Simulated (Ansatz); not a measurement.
GaP under load (space group Imm2), r2SCAN with spin-orbit coupling, rigid bands (Ansatz, an electronic-structure program). Condition of this run: uniaxial stress along [110] of 1 GPa (compression positive) (the target of the relaxation). Band gap 1.77 eV, N_c = 2.78e19 cm⁻³ and N_v = 1.19e19 cm⁻³ at 300 K, conductivity masses along y (a = (-0.01, 2.72, 2.73) Å; b = (2.72, -0.01, 2.73) Å; c = (2.71, 2.71, 0.00) Å) of 0.392 mₑ (electrons) and 0.403 mₑ (holes). Take k_BT = 0.02585 eV.

Q: Find the intrinsic carrier density and the intrinsic Fermi level.

A: n_i = √(N_c N_v) exp(−E_g/2k_BT) = 1.82e19 × exp(−34.23) = 2.5e4 cm⁻³. The level lies (k_BT/2) ln(N_v/N_c) = -11 meV from mid-gap (positive towards the conduction band). Each 0.1 eV added to the gap lowers n_i by a factor of 6.9.

Q: What thermal injection velocity √(2k_BT/πm) limits a ballistic channel along the direction named?

A: 8.59e6 cm/s for electrons and 8.48e6 cm/s for holes, a ratio of √(m_h/m_e) = 1.01, for dilute carriers.

Q: What built-in voltage has an abrupt junction with N_A = 1e16 and N_D = 1e18 cm⁻³, all dopants ionised?

A: V_bi = E_g/e − (k_BT/e) ln(N_c N_v/(N_A N_D)) = 1.77 − 0.02585 × 10.41 = 1.50 V, for the computed gap.

Rigid bands with the computed gap; masses take one relaxation time for all states.
